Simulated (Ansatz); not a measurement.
**How far PBE and PBEsol part for La2O3, pressure 7 GPa**

The reference is La$_{2}$O$_{3}$ (space group P-3m1, No. 164; a = 3.940 Å, c = 6.188 Å).

(Cell as relaxed with PBE.)

Levels (all Ansatz, a program for electronic structure, PAW): PBE (420 eV, without spin-orbit coupling); PBEsol (420 eV, no SOC).

Each level relaxes its own structure.

```tsv
base	PBE	PBEsol
volume per atom	16.64 Å³	15.96 Å³
lattice parameter a	394.0 pm	390.6 pm
band gap	3.83 eV	3.77 eV
```

Now apply this change: a hydrostatic pressure of 7 GPa.

| quantity | PBE | PBEsol |
|---|---|---|
| shift of the gap caused by the change | +0.04 eV | -0.02 eV |
| band gap | 3.87 eV | 3.75 eV |
| smallest direct gap | 3.96 eV | 3.84 eV |

PBE's shift of the gap caused by the change lies 0.06 eV above PBEsol's; PBE's band gap lies 0.12 eV above PBEsol's; PBE's smallest direct gap lies 0.12 eV above PBEsol's. Neither level is exact; PBEsol is the comparison here, not a measurement.

Load acts through the strain it causes; cell and atoms are relaxed under it. Stability against distortions was not tested. No other phases were tried under pressure.
